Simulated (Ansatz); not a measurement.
Consider the energy of the reaction as written. Reaction: 5/3 cell C → cell A + 2/3 cell B. The sign is products less reactants.

Cell A: a stack of composition Mg4AlNO4 built on MgO (rock salt, Fm-3m) (100), with 8 atoms on that crystal's sites, 10 atoms, square cell of 3.01 Å (9.0 Å²), symmetry P4mm, 8.5 Å thick under 16 Å of vacuum, in-plane vectors held at the crystal's, which may strain the added film; planes from bottom to top: MgO × 4 | AlN, its two faces unlike (dipole correction applied); spin state with PBE: run without spin, k-point mesh 15×15×1.
```yaml
crystal:
  lattice:
    - [3.00829, 0.00000, 0.00000]
    - [0.00000, 3.00829, 0.00000]
    - [0.00000, 0.00000, 24.45310]
  atoms:
    - { symbol: Mg, position: [0.00000, 0.00000, 0.32802] }
    - { symbol: O, position: [0.50000, 0.50000, 0.32601] }
    - { symbol: Mg, position: [0.50000, 0.50000, 0.41384] }
    - { symbol: O, position: [0.00000, 0.00000, 0.41418] }
    - { symbol: Mg, position: [0.00000, 0.00000, 0.50103] }
    - { symbol: O, position: [0.50000, 0.50000, 0.50102] }
    - { symbol: Mg, position: [0.50000, 0.50000, 0.58834] }
    - { symbol: O, position: [0.00000, 0.00000, 0.58817] }
    - { symbol: Al, position: [0.00000, 0.00000, 0.67150] }
    - { symbol: N, position: [0.50000, 0.50000, 0.67484] }
```

Cell B: a stack of composition Mg4Al6N6O4 on the in-plane vectors of MgO (rock salt, Fm-3m) (100), but not a cut of that crystal, 20 atoms, square cell of 3.01 Å (9.0 Å²), symmetry P4mm, 18.4 Å thick under 16 Å of vacuum, so it may be strained; planes from bottom to top: MgO × 4 | AlN × 6, its two faces unlike (dipole correction applied); a model cell; spin state with PBE: run without spin, k-point mesh 15×15×1.
```yaml
crystal:
  lattice:
    - [3.00829, 0.00000, 0.00000]
    - [0.00000, 3.00829, 0.00000]
    - [0.00000, 0.00000, 34.30226]
  atoms:
    - { symbol: Mg, position: [0.00000, 0.00000, 0.23380] }
    - { symbol: O, position: [0.50000, 0.50000, 0.23237] }
    - { symbol: Mg, position: [0.50000, 0.50000, 0.29496] }
    - { symbol: O, position: [0.00000, 0.00000, 0.29522] }
    - { symbol: Mg, position: [0.00000, 0.00000, 0.35716] }
    - { symbol: O, position: [0.50000, 0.50000, 0.35708] }
    - { symbol: Mg, position: [0.50000, 0.50000, 0.41912] }
    - { symbol: O, position: [0.00000, 0.00000, 0.41940] }
    - { symbol: Al, position: [0.00000, 0.00000, 0.47969] }
    - { symbol: N, position: [0.50000, 0.50000, 0.47963] }
    - { symbol: Al, position: [0.50000, 0.50000, 0.53707] }
    - { symbol: N, position: [0.00000, 0.00000, 0.53705] }
    - { symbol: Al, position: [0.00000, 0.00000, 0.59452] }
    - { symbol: N, position: [0.50000, 0.50000, 0.59451] }
    - { symbol: Al, position: [0.50000, 0.50000, 0.65191] }
    - { symbol: N, position: [0.00000, 0.00000, 0.65202] }
    - { symbol: Al, position: [0.00000, 0.00000, 0.70969] }
    - { symbol: N, position: [0.50000, 0.50000, 0.70922] }
    - { symbol: Al, position: [0.50000, 0.50000, 0.76592] }
    - { symbol: N, position: [0.00000, 0.00000, 0.76823] }
```

Cell C: a stack of composition Mg4Al3N3O4 built on MgO (rock salt, Fm-3m) (100), with 8 atoms on that crystal's sites, 14 atoms, square cell of 3.01 Å (9.0 Å²), symmetry P4mm, 12.5 Å thick under 16 Å of vacuum, in-plane vectors held at the crystal's, which may strain the added film; planes from bottom to top: MgO × 4 | AlN × 3, its two faces unlike (dipole correction applied); spin state with PBE: run without spin, k-point mesh 15×15×1.
```xyz
14
Lattice="3.0083 0.0000 0.0000 0.0000 3.0083 0.0000 0.0000 0.0000 28.3928" Properties=species:S:1:pos:R:3 pbc="T T T"
Mg     0.0000     0.0000     8.0208
O      1.5041     1.5041     7.9716
Mg     1.5041     1.5041    10.1193
O      0.0000     0.0000    10.1279
Mg     0.0000     0.0000    12.2526
O      1.5041     1.5041    12.2503
Mg     1.5041     1.5041    14.3786
O      0.0000     0.0000    14.3869
Al     0.0000     0.0000    16.4533
N      1.5041     1.5041    16.4552
Al     1.5041     1.5041    18.4328
N      0.0000     0.0000    18.4159
Al     0.0000     0.0000    20.3608
N      1.5041     1.5041    20.4406
```

Computed with Ansatz (plane waves, PAW), its PAW set soft_1, cutoff 420 eV, 500 eV for r2SCAN. The structures are at rest with PBE, within the held lattices; other levels are single points on them. Neutral cells; Fermi-Dirac smearing of at most 0.10 eV in the solids, energies taken to zero width. The lattices are those relaxed with PBE or held as stated, so at other levels the solids can be strained, which adds to the spread. Larger cells are relaxed from a start prepared with the learned potential CHGNet till forces fall under 0.03 eV/Å, which some starts already meet. A dispersion term (D3(BJ), or D4 for r2SCAN) was computed beside these levels and is taken off wherever the name lacks it. No zero-point or thermal terms. No structure search was made; lower ones may exist. Values are for these cell sizes. Cell A has symmetry P4mm and got no random move, so less symmetric positions, which may lie lower, weren't tried. Cell B has symmetry P4mm and got no random move, so less symmetric positions, which may lie lower, weren't tried. Cell C has symmetry P4mm and got no random move, so less symmetric positions, which may lie lower, weren't tried.

Problem. Give the value at the level r2SCAN.

Solution. 0.11 eV, for 5/3 cell C → cell A + 2/3 cell B.

Problem. How does the value move with the functional?

Solution. 
```json
[
 {"Method": "PBE", "value (eV)": "0.12", "less r2SCAN": "0.01"}
]
```

The levels span only 0.01 eV, too little to tell them apart.

Ansatz is a program for electronic structure.
